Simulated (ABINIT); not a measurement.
Worked example: self-consistent single point of MgAu₃ (Pm-3m, 4 atoms in the cell) in ABINIT.

Computed with LDA (PW92), norm-conserving pseudopotentials (PseudoDojo nc-sr-04 LDA standard) (plane waves; ABINIT).

```
CELL_PARAMETERS angstrom
      4.10653     0.00000     0.00000
      0.00000     4.10653     0.00000
      0.00000     0.00000     4.10653
ATOMIC_POSITIONS crystal
  Mg 0.00000 0.00000 0.00000
  Au 0.50000 0.50000 0.00000
  Au 0.00000 0.50000 0.50000
  Au 0.50000 0.00000 0.50000
```

Reference input (self-consistent single point, DFT, PBEsol, plane waves, norm-conserving pseudopotentials (PseudoDojo nc-sr-04 PBEsol standard)): pseudos = [Mg.upf, Au.upf]; ecut = 42 Ha; ixc = -116133; occopt = 3; tsmear = 0.1 eV; ngkpt = 6 6 6; nshiftk = 1; shiftk = 0 0 0; potentials = PseudoDojo nc-sr-04 PBEsol standard; nband = 43; kptopt = 1; nstep = 50. This run's input differs from it in these lines:

```diff
@@ -1,2 +1,2 @@
-# MgAu3, PseudoDojo nc-sr-04 PBEsol standard
+# MgAu3, PseudoDojo nc-sr-04 LDA standard
 pp_dirpath "./"
@@ -18,3 +18,3 @@
 ecut 42 Ha
-ixc -116133
+ixc 7
 occopt 3
```

Its files differ too (potentials: PseudoDojo nc-sr-04 PBEsol standard → PseudoDojo nc-sr-04 LDA standard).

Output, abridged:

```
--- !BeginCycle
solver: {iscf: 7, nstep: 50, nline: 4, wfoptalg: 0, }
tolerances: {tolvrs: 1.00E-10, }
...

     iter   Etot(hartree)      deltaE(h)  residm     vres2
 ETOT  1  -501.65033199968    -5.017E+02 1.390E-01 4.622E+02
 ETOT  2  -501.91016193434    -2.598E-01 1.637E-02 4.625E+02
 ETOT  3  -502.00144649801    -9.128E-02 6.376E-03 2.756E+00
 ETOT  4  -502.00166332839    -2.168E-04 9.141E-04 3.991E-01
 ETOT  5  -502.00169816751    -3.484E-05 1.243E-03 8.057E-04
 ETOT  6  -502.00169823212    -6.462E-08 1.017E-04 3.470E-05
 ETOT  7  -502.00169823488    -2.752E-09 1.310E-04 1.604E-06
 ETOT  8  -502.00169823499    -1.155E-10 6.036E-05 5.237E-08
 ETOT  9  -502.00169823501    -2.200E-11 1.296E-04 2.569E-10
 ETOT 10  -502.00169823499     2.620E-11 6.350E-05 9.465E-12
 At SCF step   10       vres2   =  9.46E-12 < tolvrs=  1.00E-10 =>converged.

 Cartesian components of stress tensor (hartree/bohr^3)
  sigma(1 1)=  2.34161107E-04  sigma(3 2)=  0.00000000E+00
  sigma(2 2)=  2.34161107E-04  sigma(3 1)=  0.00000000E+00
  sigma(3 3)=  2.34161107E-04  sigma(2 1)=  0.00000000E+00

 ----iterations are completed or convergence reached----

 reduced coordinates (array xred) for    4 atoms
       0.000000000000      0.000000000000      0.000000000000
       0.500000000000      0.500000000000      0.000000000000
       0.000000000000      0.500000000000      0.500000000000
       0.500000000000      0.000000000000      0.500000000000
 cartesian forces (eV/Angstrom) at end:
    1     -0.00000000000000    -0.00000000000000    -0.00000000000000
   [... lines left out ...]
 Fermi (or HOMO) energy (hartree) =   0.40098   Average Vxc (hartree)=  -0.47507
 Fermi (or HOMO) energy (eV) =  10.91129   Average Vxc (eV)= -12.92722
   [... lines left out ...]
total_energy        : -5.02001698234986E+02
total_energy_eV     : -1.36601609090441E+04
band_energy         : -5.52094413065811E+01
...

-Cartesian components of stress tensor (GPa)         [Pressure= -6.8893E+00 GPa]
- sigma(1 1)=  6.88925645E+00  sigma(3 2)=  0.00000000E+00
- sigma(2 2)=  6.88925645E+00  sigma(3 1)=  0.00000000E+00
- sigma(3 3)=  6.88925645E+00  sigma(2 1)=  0.00000000E+00

 Calculation completed.
```

The run converged in 10 iterations. Against the reference run the pressure goes from -2.99 to -6.89 GPa.

The starting cell comes from a database of computed structures (which also holds hypothetical and non-ambient phases and stackings), without a prior relaxation at this level. With a pressure of about -7 GPa the cell is away from its equilibrium volume at this level.

Cost on one core of a shared machine: roughly 3 min.
